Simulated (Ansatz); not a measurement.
Structures of equal composition on the (100) surface of fcc Cu: a layer of Si in place of the second plane; a layer of Si in place of the third plane. The slabs share one bottom face, and each structure is named by its start. These are constructed structures in small cells; real faces may alloy, dewet or reconstruct in larger ones, and not all known structures of the face are among them. Slabs of about 9 Å with all that they carry, Fermi-Dirac smearing of 0.1 eV. Bottom of the slabs: a bare face, its two planes held. Relaxed from the named starts with such symmetry as they have, on meshes of like density; energies extrapolated to zero smearing; no spin-orbit coupling, no U. Spin-polarised runs, if any, are marked in brackets, and their order is one that fits the cell; the others ran without spin.

The numbers are results of PBE (plane waves to 420 eV, PAW; Ansatz, a first-principles code), not measurements.

Question: Put the candidates in order of energy per 1x1 cell, lowest first, for PBE.

Answer: a layer of Si in place of the second plane (0.000 eV), a layer of Si in place of the third plane (0.095 eV)
